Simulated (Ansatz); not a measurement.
# A computed series for PtSe2: pressure series

The parent structure is PtSe2 in the CdI2 type structure (space group P-3m1, No. 164; a = 3.7724 Å, c = 4.8183 Å; layered).

Cell and atoms are relaxed at each pressure.

All numbers come from PBE-D3(BJ) (Ansatz, an electronic-structure program; PAW; 420 eV plane waves; no spin-orbit coupling).

```
pressure (GPa)  volume per atom (Å³/atom)
--------------  -------------------------
-2                                 20.737
-1                                 20.187
0                                  19.794
0.3                                19.693
0.7                                19.568
3                                       ?
5                                  18.578
7.5                                18.158
10                                 17.794
```

Problem. Fit the third-order Birch–Murnaghan form P(V) = (3B₀/2)[(V₀/V)^(7/3) − (V₀/V)^(5/3)]·[1 + (3/4)(B₀′ − 4)((V₀/V)^(2/3) − 1)] (squares taken in P) to the rows shown and predict the withheld row.

Solution. Least squares on the printed values gives V₀ = 19.805 Å³/atom, B₀ = 56.7 GPa, B₀′ = 10.1; this predicts 18.973 Å³/atom, and the run gives 18.978 Å³/atom, 0.005 higher.

Load acts through the strain it causes; cell and atoms are relaxed under it. No phonon test of stability was made. No other phases were tried under pressure. All final runs are without spin polarisation.
